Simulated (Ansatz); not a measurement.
The starting structures come from a database of crystals and need not be the phases stable at ambient conditions.

**Evanescent states of Ba$_{3}$Ta$_{2}$CdO$_{9}$ (P-3m1, not sure to be the ambient phase, 15 atoms a cell, 15.1 Å³ an atom, -5 GPa at this level) along the normal of (100)**

Method: r2SCAN (plane waves, PAW; Ansatz, a first-principles code).

No gap correction and no spin-orbit coupling; mid-gap values are interpolated between computed energies.

Energies count from the valence-band top; κ is the least over a 6×4 mesh across the current.

| E (eV) | κ (1/Å) | where |
|---|---|---|
| 0.10 | 0.135 | off Γ |
| 0.28 | 0.191 | off Γ |
| 0.47 | 0.229 | off Γ |
| 0.67 | 0.258 | off Γ |
| 0.85 | 0.283 | off Γ |
| 1.04 | ___ | off Γ |
| 1.24 | ___ | off Γ |
| 1.43 | ___ | off Γ |
| 1.61 | ___ | off Γ |
| 1.80 | ___ | off Γ |
| 2.00 | ___ | off Γ |
| 2.19 | ___ | off Γ |
| 2.38 | ___ | off Γ |
| 2.56 | ___ | off Γ |
| 2.75 | ___ | off Γ |
| 2.94 | ___ | Γ |
| 3.13 | 0.330 | Γ |
| 3.33 | 0.304 | Γ |
| 3.52 | 0.269 | Γ |
| 3.71 | 0.218 | Γ |
| 3.90 | 0.131 | Γ |

Q: Complete the blanks.

A: 
- 1.04, κ (1/Å): 0.303
- 1.24, κ (1/Å): 0.320
- 1.43, κ (1/Å): 0.335
- 1.61, κ (1/Å): 0.346
- 1.80, κ (1/Å): 0.355
- 2.00, κ (1/Å): 0.362
- 2.19, κ (1/Å): 0.366
- 2.38, κ (1/Å): 0.367
- 2.56, κ (1/Å): 0.365
- 2.75, κ (1/Å): 0.360
- 2.94, κ (1/Å): 0.349
